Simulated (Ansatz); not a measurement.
The starting structures come from a database of crystals and need not be the phases stable at ambient conditions.

Inside the gap of an insulator the Bloch states are evanescent, with a wavenumber k + iκ along the transport direction.

Input:

```
CELL_PARAMETERS angstrom
      6.55649    -0.07132    -0.04647
     -0.30610     8.18795    -0.04272
     -0.15346    -3.90905     4.76027
ATOMIC_POSITIONS crystal
  Sc 0.06500 0.30244 0.09715
  Sc 0.93500 0.69756 0.90285
  P  0.80507 0.73448 0.42537
  P  0.19493 0.26552 0.57463
  S  0.37491 0.23939 0.81879
  S  0.62509 0.76061 0.18121
  S  0.77594 0.96555 0.85228
  S  0.22406 0.03445 0.14772
  S  0.10365 0.72099 0.31842
  S  0.89635 0.27901 0.68158
  S  0.74038 0.46709 0.38726
  S  0.25962 0.53291 0.61274
```

Space group of this cell: P-1. The cell was relaxed by PBE-D3(BJ); by r2SCAN its mean pressure is 1.1 GPa.

Transport runs along the normal of the first two printed cell vectors.

No gap correction and no spin-orbit coupling; mid-gap values are interpolated between computed energies.

### Question
Estimate the band gap and the smallest decay constant κ at mid-gap that r2SCAN run with Ansatz (a first-principles code) returns for this system.

### Answer
Gap 1.97 eV on a 6×6×6 mesh; κ = 0.268 1/Å, at the zone centre.
